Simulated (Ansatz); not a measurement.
Start from Lu in the hcp (Mg type) structure (space group P6_3/mmc, No. 194).

```cif
data_Lu2
_chemical_formula_sum 'Lu2'
_space_group_name_H-M_alt 'P 1'
_space_group_IT_number 1
_cell_length_a 3.50429
_cell_length_b 3.50429
_cell_length_c 5.45222
_cell_angle_alpha 90.000
_cell_angle_beta 90.000
_cell_angle_gamma 120.000
loop_
_space_group_symop_operation_xyz
  'x, y, z'
loop_
_atom_site_label
_atom_site_type_symbol
_atom_site_fract_x
_atom_site_fract_y
_atom_site_fract_z
_atom_site_occupancy
Lu1 Lu 0.33333 0.66667 0.75000 1
Lu2 Lu 0.66667 0.33333 0.25000 1
```

Calculations: r2SCAN (Ansatz, a program for electronic structure; PAW; 500 eV plane waves; no SOC).

One change was made to it. Results:

| quantity | base | after |
|---|---|---|
| lattice parameter a | 3.504 Å | 3.936 Å |
| c/a ratio | 1.556 | 1.644 |

Q: Which change produced these results?
A. Lu → Gd
B. Lu → Ca
C. Lu → Ti

A: B, Lu → Ca. For comparison, the lattice parameter a in the other runs: Lu → Gd gives 3.639 Å; Lu → Ti gives 2.936 Å.

Other magnetic orders, which the real material may have, were not ruled out. The state of the 4f shell was not checked for lower solutions. No phonon test of stability was made. Spin-polarised in the final run: Gd; the other runs are not. This is not the structure that Ca has at room temperature and ambient pressure.
